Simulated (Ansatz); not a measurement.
Ansatz (a quantum-chemistry and plane-wave program) run on Rb₂NaYBr₆ (Fm-3m, 10 atoms in the cell): self-consistent single point.

Method: PBEsol, default PAW files made with PBE (plane waves; Ansatz).

```
Rb2NaYBr6
1.0
    0.00000     5.81834     5.81834
    5.81834     0.00000     5.81834
    5.81834     5.81834     0.00000
Rb Na Y Br
2 1 1 6
Cartesian
  8.72751   8.72751   8.72751
  2.90917   2.90917   2.90917
  5.81834   5.81834   5.81834
  0.00000   0.00000   0.00000
  2.84680   5.81834   5.81834
  8.78988   5.81834   5.81834
  5.81834   2.84680   5.81834
  5.81834   8.78988   5.81834
  5.81834   5.81834   2.84680
  5.81834   5.81834   8.78988
```

Reference input (self-consistent single point, DFT, HSE06, plane waves, default PAW files made with PBE): basis.ecutwfc = 420 eV; kpoints.mp_grid.grid = 2 2 2; hamiltonian.xc = hse06; hamiltonian.pseudopotentials = {kind: paw} (the program's default PAW files); scf.occupations.method = fixed. This run's input differs from it in these lines:

Ansatz 0.2 input:
```diff
@@ -22,3 +22,3 @@
 hamiltonian:
-  xc: hse06
+  xc: pbesol
   pseudopotentials:
```

Output (repeated stretches shortened):

```
SCF iter   1: F=—  HF=-28141.242710 eV  |F-HF|=—  |Δ(HF+E_count)|=         —  Δρ=1.42e-3  dr2=1.01e-2  ethr=1.77e-3  ⟨swp⟩=5.3  Hψ=568  notcnv=0  defer=20
all-band conjugate gradients solve this SCF's bands
preconditioner: auto → Resta (q_TF=auto, 2.092 Å⁻¹)
SCF iter   2: F=—  HF=-28141.242804 eV  |F-HF|=—  |Δ(HF+E_count)|=   9.36e-5  Δρ=6.63e-4  dr2=1.63e-3  ethr=1.26e-5  ⟨swp⟩=3.0  Hψ=311  notcnv=0  defer=20
SCF iter   3: F=—  HF=-28141.243276 eV  |F-HF|=—  |Δ(HF+E_count)|=   4.72e-4  Δρ=2.02e-4  dr2=1.59e-4  ethr=2.04e-6  ⟨swp⟩=2.3  Hψ=207  notcnv=0  defer=20
SCF iter   4: F=—  HF=-28141.243405 eV  |F-HF|=—  |Δ(HF+E_count)|=   1.29e-4  Δρ=2.70e-5  dr2=3.68e-6  ethr=1.99e-7  ⟨swp⟩=2.0  Hψ=189  notcnv=0  defer=20
SCF iter   5: F=—  HF=-28141.243325 eV  |F-HF|=—  |Δ(HF+E_count)|=   8.01e-5  Δρ=6.50e-6  dr2=2.65e-7  ethr=4.60e-9  ⟨swp⟩=2.0  Hψ=228  notcnv=0  defer=19
SCF iter   6: F=-28141.243325 eV  HF=-28141.243325 eV  |F-HF|=8.43e-9  |Δ(HF+E_count)|=   3.01e-7  Δρ=1.45e-6  dr2=2.07e-8  ethr=1.25e-10  ⟨swp⟩=19.3  Hψ=961  notcnv=0
SCF 1 converged in 6 iterations: F = -28141.243325 eV  dr2 = 2.07e-8
Free energy (F): -28141.243325 eV
Internal energy: -28141.243325 eV  (E = F + TS)
E sigma→0 (E₀):  -28141.243325 eV
Fermi energy:    1.074227 eV
--- Forces (eV/Å), atoms counted from 1 ---
  atom   1  Rb     0.00000000     0.00000000     0.00000000
  atom   2  Rb     0.00000000    -0.00000000    -0.00000000
  atom   3  Na     0.00000000     0.00000000     0.00000000
  atom   4  Y     -0.00000000     0.00000000     0.00000000
  atom   5  Br    -0.39355087    -0.00000000     0.00000000
  atom   6  Br     0.39355087     0.00000000    -0.00000000
  atom   7  Br     0.00000000    -0.39355087    -0.00000000
  atom   8  Br    -0.00000000     0.39355087     0.00000000
  atom   9  Br     0.00000000     0.00000000    -0.39355087
  atom  10  Br     0.00000000     0.00000000     0.39355087
--- Stress (GPa, compression-positive) ---
       -2.060050       0.000000      -0.000000
        0.000000      -2.060050      -0.000000
        0.000000      -0.000000      -2.060050
  P = ⅓ Tr σ = -2.0601 GPa (-20.601 kbar)
  The stress holds the Pulay correction. Without it, at fixed plane waves, as pw.x and ABINIT print it: P = -2.0677 GPa
```

The run converged in 6 iterations. Against the reference run the pressure goes from -1.46 to -2.06 GPa, the largest force goes from 0.341 to 0.394 eV/Å and the gap on the mesh goes from 5.121 to 3.861 eV.

The starting cell comes from a database of computed structures (which also holds hypothetical and non-ambient phases and stackings), without a prior relaxation at this level. Its lattice was rescaled by a random factor within 2.5 % of one. Ansatz's pressure includes its estimate of the finite-basis (Pulay) stress.
